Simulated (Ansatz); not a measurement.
The parent structure is CdF2 in the fluorite structure (space group Fm-3m, No. 225; a = 5.481 Å).

Level of theory: plane-wave PAW DFT at the PBE level (Ansatz, an electronic-structure program, 420 eV), no spin-orbit coupling.

Before the change:

| Property | Value |
|---|---|
| Band gap | 2.92 eV |

One thing is altered: the cell is scaled by 0.9800 in all directions; the atoms relax in the strained cell.

Problem. What does the calculation give for the band gap after the change?

Solution. The band gap grows by 0.218 eV to 3.13 eV.

No phonon test of stability was made.
